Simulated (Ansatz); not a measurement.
Converging the plane-wave cutoff: Zn2SeS (Pmm2, 4 atoms in the cell)

```
Zn2SeS
1.0
    3.92102     0.00000     0.00000
    0.00000     3.92102     0.00000
    0.00000     0.00000     5.53869
Zn Se S
2 1 1
Direct
  0.50000   0.00000   0.77209
  0.00000   0.50000   0.23694
  0.00000   0.00000   0.50000
  0.50000   0.50000   0.00000
```

Method: PBEsol, default PAW files made with PBE (plane waves; Ansatz, a first-principles code).

Base settings: basis.ecutwfc = 420 eV; kpoints.mp_grid.grid = 5 5 4; hamiltonian.xc = pbesol; hamiltonian.pseudopotentials = {kind: paw} (the program's default PAW files); scf.occupations.method = fixed.

The second cell is the first with its lattice scaled by 0.98.

The mesh stays at the base's, so the ladder's end is converged at best in this setting alone.

The first pressure column holds Ansatz's estimate of the finite-basis (Pulay) stress, which hides part of the cutoff error; the other is without it.

Only quantities that move along the ladder and can be compared are tabulated.

The count of work is k-points × plane waves × bands × iterations; it is no time. 

The starting cell comes from a database of computed structures (which also holds hypothetical and non-ambient phases and stackings), without a prior relaxation at this level. Its lattice was rescaled by up to half a per cent. One atom was moved a little off its site on purpose.

```tsv
basis.ecutwfc	free energy less the last step's (meV/atom)	energy of the compressed cell less the first (meV/atom)	pressure (GPa)	pressure without the Pulay estimate (GPa)	largest difference of a force vector from the last step's (eV/Å)	count of work / last
145 eV	22794.67	-159.92	-8.64	-535.33	0.710	0.062
170 eV	10327.54	97.64	0.24	-275.00	0.095	0.072
190 eV	5592.59	-76.38	-1.87	-170.05	0.122	0.092
210 eV	2935.75	-30.92	-1.02	-104.86	0.021	0.11
230 eV	1434.68	8.35	-0.94	-61.74	0.069	0.11
250 eV	664.39	13.24	-1.00	-34.83	0.025	0.12
295 eV	89.34	3.58	-1.54	-7.97	0.020	0.16
335 eV	12.63	3.17	-1.66	-2.63	0.002	0.17
380 eV	2.97	2.73	-1.74	-1.85	0.002	0.23
420 eV	1.50	2.54	-1.77	-1.82	0.001	0.27
460 eV	0.70	2.51	-1.77	-1.80	0.000	0.30
505 eV	0.30	2.50	-1.77	-1.78	0.000	0.35
565 eV	0.15	2.50	-1.77	-1.78	0.000	0.41
630 eV	0.08	2.49	-1.77	-1.78	0.000	0.42
735 eV	0.04	2.49	-1.77	-1.77	0.000	0.62
840 eV	0.02	2.49	-1.77	-1.77	0.000	0.76
1010 eV	0.00	2.49	-1.77	-1.77	0.000	1.0
```

Coarsest basis.ecutwfc that holds the forces within 0.005 eV/Å of the last step, with all finer ones: 335 eV, at 0.17 of the last step's count of work; the step before is off by 0.020 eV/Å.

Coarsest basis.ecutwfc that holds the energy of the compressed cell less the first within 0.5 meV/atom of the last step, with all finer ones: 380 eV, at 0.23 of the last step's count of work; the step before is off by 0.68 meV/atom.

Coarsest basis.ecutwfc that holds the pressure within 0.05 GPa of the last step, with all finer ones: 380 eV, at 0.23 of the last step's count of work; the step before is off by 0.11 GPa.

The energy difference between the two cells stays within 1 meV/atom of the last step's from 335 eV on, the total only from 460 eV on: much of the error is common to both cells and cancels.

At the lowest cutoff the pressure without the Pulay estimate lies 534 GPa under the last step's, the usual sign of Pulay stress in an incomplete plane-wave basis.

Keys are those of Ansatz 0.2.
